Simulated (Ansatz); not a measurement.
Symmetric slabs, relaxed from ideal cuts in 1x1 cells, of elemental solids: work function (eV) by functional, in Ansatz (plane waves, PAW). All structures are PBE's; the other columns are single points with references at the same level. No spin-orbit coupling, Hubbard U or dispersion.

```json
[
 {"system": "hcp Ru (11-22), ideal cut with outer spacing 1.15 Å", "PBE": "4.60", "LDA": "4.95", "PBEsol": "4.71", "RPBE": "4.43", "r2SCAN": "4.59"},
 {"system": "fcc Al (110), ideal cut with outer spacing 1.43 Å", "PBE": "4.14", "LDA": "4.30", "PBEsol": "4.18", "RPBE": "4.07", "r2SCAN": "4.19"},
 {"system": "alpha gallium (101), ideal cut with outer spacing 0.53 Å", "PBE": "4.16", "LDA": "4.42", "PBEsol": "4.24", "RPBE": "4.06", "r2SCAN": "4.33"},
 {"system": "bcc Mo (211), ideal cut with outer spacing 1.29 Å", "PBE": "4.07", "LDA": "4.38", "PBEsol": "4.17", "RPBE": "3.92", "r2SCAN": "4.07"},
 {"system": "hcp Ru (0001), ideal cut with outer spacing 2.15 Å", "PBE": "4.99", "LDA": "5.35", "PBEsol": "5.12", "RPBE": "4.81", "r2SCAN": "4.99"},
 {"system": "hcp Lu (10-10), ideal cut with outer spacing 1.01 Å", "PBE": "3.42", "LDA": "3.59", "PBEsol": "3.47", "RPBE": "3.32", "r2SCAN": "3.51"},
 {"system": "fcc Al (321), ideal cut with outer spacing 0.54 Å", "PBE": "4.24", "LDA": "4.39", "PBEsol": "4.28", "RPBE": "4.18", "r2SCAN": "4.32"},
 {"system": "fcc Ag (100), ideal cut with outer spacing 2.07 Å", "PBE": "4.26", "LDA": "4.68", "PBEsol": "4.39", "RPBE": "4.06", "r2SCAN": "4.20"},
 {"system": "hcp Ti (10-11), ideal cut with outer spacing 0.37 Å", "PBE": "4.03", "LDA": "4.24", "PBEsol": "4.10", "RPBE": "3.90", "r2SCAN": "4.04"},
 {"system": "bcc Ta (111), ideal cut with outer spacing 0.96 Å", "PBE": "3.83", "LDA": "4.11", "PBEsol": "3.92", "RPBE": "3.69", "r2SCAN": "3.81"},
 {"system": "hcp Os (0001), ideal cut with outer spacing 2.17 Å", "PBE": "5.31", "LDA": "5.64", "PBEsol": "5.43", "RPBE": "5.16", "r2SCAN": "5.36"},
 {"system": "hcp Mg (0001), ideal cut with outer spacing 2.59 Å", "PBE": "3.71", "LDA": "3.84", "PBEsol": "3.76", "RPBE": "3.65", "r2SCAN": "3.81"}
]
```

The rows are a random draw from the class, without slabs that broke up, higher cuts of a face and adsorbates that left their site. Mean shift from PBE over these rows: LDA 0.26 eV (from 0.12 to 0.42, 12 rows); PBEsol 0.08 eV (from 0.04 to 0.13, 12 rows); RPBE -0.13 eV (from -0.20 to -0.06, 12 rows); r2SCAN 0.04 eV (from -0.06 to 0.16, 12 rows).

Ansatz is an electronic-structure program.
